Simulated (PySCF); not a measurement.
PySCF 2.14.0, WB97X/def2-svp, df: Hf(NH2)(H)3 ([NH2][HfH3]), 7 atoms. The geometry is a generated start, not checked to be a minimum at this level.

```yaml
task: energy
method: wb97x
basis: def2-svp
two_electron_scheme: density fitting
mol.max_memory: 3000 MB
mf.max_cycle: 100
mf.init_guess: minao (default)
mf.conv_tol: 1e-09 (default)
mf.grids.level: 3 (default)
effective_core_potentials: those of the basis set, past Kr
basis_functions: 71
grid_points: 86736
```

```xyz
7

Hf     0.5154    -0.3552     0.5449
N     -0.8268     0.5315    -0.8436
H     -0.8955     0.3644    -1.8465
H     -1.5109     1.2665    -0.6739
H      2.2735    -0.0525    -0.0134
H      0.2168     0.4353     2.2072
H      0.2275    -2.1900     0.6253
```

Charge 0 and multiplicity 1 are set for this test and not shown to be the ground state.

With the defaults (mf.diis = true, mf.diis_damp = 0, newton = off, mf.DIIS = CDIIS, mf.damp = 0, mf.diis_start_cycle = 1, mf.diis_space = 8, mf.level_shift = 0) it converges in 13 Fock builds. One run each on 2 threads, 1 BLAS thread, with these changes:
- mf.diis = false, mf.damp = 0.7, mf.diis_start_cycle = 999
- mf.diis_damp = 0.3
- mf.level_shift = 0.3 Hartree
- mf.damp = 0.7, mf.diis_start_cycle = 8
- mf.damp = 0.3, mf.diis_start_cycle = 4
- mf.diis_space = 20
- newton = Hessian by the SCF's own integrals
- mf.DIIS = EDIIS
- mf.diis = false

Question: Which of these changes keep the SCF from converging, or lead it to another solution?

Answer: No convergence: mf.diis = false (the run ends without SCF convergence in 100 cycles). The rest reach the solution of the defaults.

| setting | Fock builds | end |
|---|---|---|
| the defaults | 13 | same solution |
| mf.diis_damp = 0.3 | 13 | same solution |
| mf.diis_space = 20 | 13 | same solution |
| mf.damp = 0.3, mf.diis_start_cycle = 4 | 13 | same solution |
| mf.damp = 0.7, mf.diis_start_cycle = 8 | 17 | same solution |
| mf.level_shift = 0.3 Hartree | 17 | same solution |
| newton = Hessian by the SCF's own integrals | 30 | same solution |
| mf.diis = false, mf.damp = 0.7, mf.diis_start_cycle = 999 | 41 | same solution |
| mf.DIIS = EDIIS | 49 | same solution |
| mf.diis = false | 101 | no convergence |

Under newton the count holds the products with the orbital Hessian.
